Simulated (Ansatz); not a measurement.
Density of states of SrTiO$_{3}$ (Pm-3m) above the conduction band minimum, PBEsol with spin-orbit coupling, rigid bands (Ansatz, a quantum-chemistry and plane-wave program); cell volume 58.9 Å³.

```json
[
 {"energy from edge (eV)": "0.006", "10⁻³ states/eV/cell": "41.2"},
 {"energy from edge (eV)": "0.031", "10⁻³ states/eV/cell": "165"},
 {"energy from edge (eV)": "0.056", "10⁻³ states/eV/cell": "262"},
 {"energy from edge (eV)": "0.081", "10⁻³ states/eV/cell": "342"},
 {"energy from edge (eV)": "0.106", "10⁻³ states/eV/cell": "419"},
 {"energy from edge (eV)": "0.131", "10⁻³ states/eV/cell": "500"},
 {"energy from edge (eV)": "0.156", "10⁻³ states/eV/cell": "594"},
 {"energy from edge (eV)": "0.181", "10⁻³ states/eV/cell": "739"},
 {"energy from edge (eV)": "0.206", "10⁻³ states/eV/cell": "837"},
 {"energy from edge (eV)": "0.231", "10⁻³ states/eV/cell": "860"},
 {"energy from edge (eV)": "0.256", "10⁻³ states/eV/cell": "876"},
 {"energy from edge (eV)": "0.281", "10⁻³ states/eV/cell": "892"},
 {"energy from edge (eV)": "0.319", "10⁻³ states/eV/cell": "920"},
 {"energy from edge (eV)": "0.344", "10⁻³ states/eV/cell": "938"},
 {"energy from edge (eV)": "0.369", "10⁻³ states/eV/cell": "955"},
 {"energy from edge (eV)": "0.394", "10⁻³ states/eV/cell": "975"},
 {"energy from edge (eV)": "0.419", "10⁻³ states/eV/cell": "994"},
 {"energy from edge (eV)": "0.444", "10⁻³ states/eV/cell": "1010"},
 {"energy from edge (eV)": "0.469", "10⁻³ states/eV/cell": "1030"},
 {"energy from edge (eV)": "0.494", "10⁻³ states/eV/cell": "1050"},
 {"energy from edge (eV)": "0.519", "10⁻³ states/eV/cell": "1080"},
 {"energy from edge (eV)": "0.544", "10⁻³ states/eV/cell": "1100"},
 {"energy from edge (eV)": "0.569", "10⁻³ states/eV/cell": "1120"},
 {"energy from edge (eV)": "0.594", "10⁻³ states/eV/cell": "1140"}
]
```

Question: What effective density of states at 300 K does this give (∫ g(E) exp(−E/k_BT) dE, both spins, divided by the cell's size)?

Answer: 5.7e19 cm⁻³, a density-of-states mass of 1.73 mₑ, valleys and band degeneracy included.

Geometry: cell and atoms relaxed with PBEsol.
